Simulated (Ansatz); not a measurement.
Consider Al2O3 in the corundum structure (space group R-3c, No. 167).

Al2O3 is taken in the trigonal space group R-3c, hexagonal axes (No. 167), the corundum structure, Pearson symbol hR10. Cell: a = b = 4.774 Å, c = 13.015 Å, α = β = 90.00°, γ = 120.00°. Al on 12c sees 3 O at 1.861 Å and 3 O at 1.974 Å (octahedral). O on 18e has 2 Al at 1.861 Å and 2 Al at 1.974 Å. (Neighbours: up to the widest gap in distance over summed covalent radii, below 1.35, at either atom; cation-cation and far metal-metal contacts left out.)
(The calculation used a cell of 10 atoms; values per cell refer to that cell.)

Calculations: PBEsol (Ansatz, a quantum-chemistry and plane-wave program), no SOC.

Strains are applied to the cell and any free atomic positions relax.

One change was made to it. Results:

The energy grows by 28 meV/atom; the width of the top valence band decreases by 0.06 eV (0.63 eV → 0.57 eV); the band gap falls by 0.81 eV, from 6.03 eV to 5.22 eV.

**Question.** What was done to the base?
A. isotropic strain +0.75 %
B. isotropic strain +2.25 %
C. isotropic strain +1.50 %

**Answer.** B, isotropic strain +2.25 %. For comparison, the band gap in the other runs: isotropic strain +1.50 % gives 5.49 eV; isotropic strain +0.75 % gives 5.76 eV.

Semilocal Kohn–Sham gaps tend to fall short of experiment. No phonon test of stability was made.
